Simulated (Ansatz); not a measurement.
The starting structures come from a database of crystals and need not be the phases stable at ambient conditions.

Tunnelling through a barrier is set by its complex band structure: the current falls as exp(−2κd) with the smallest κ.

Input:

```
PdRb2Br4I2
1.0
    8.53098     0.00000     0.00000
    0.00000     9.01909     0.00000
    4.26549     4.50955     4.26549
Rb Pd I Br
2 1 2 4
Direct
  0.50000   0.25000   0.00000
  0.50000   0.75000   0.00000
  0.00000   0.00000   0.00000
  0.00000   0.66020   0.00000
  0.00000   0.33980   0.00000
  0.00000   0.79429   0.41142
  0.00000   0.20571   0.58858
  0.58858   0.79429   0.41142
  0.41142   0.20571   0.58858
```

Space group of this cell: I4/mmm. The cell is taken as given; by PBEsol its mean pressure is -1.8 GPa.

Transport runs along the normal of the first two printed cell vectors, the (100) plane of the conventional cell.

The gap is the functional's own. No spin-orbit coupling. Mid-gap values are interpolated on the energy grid.

Problem. State the band gap and the smallest decay constant κ at mid-gap according to PBEsol in Ansatz (a quantum-chemistry and plane-wave program).

Solution. Gap 0.48 eV on a 8×8×8 mesh; κ = 0.207 1/Å, at the zone centre.
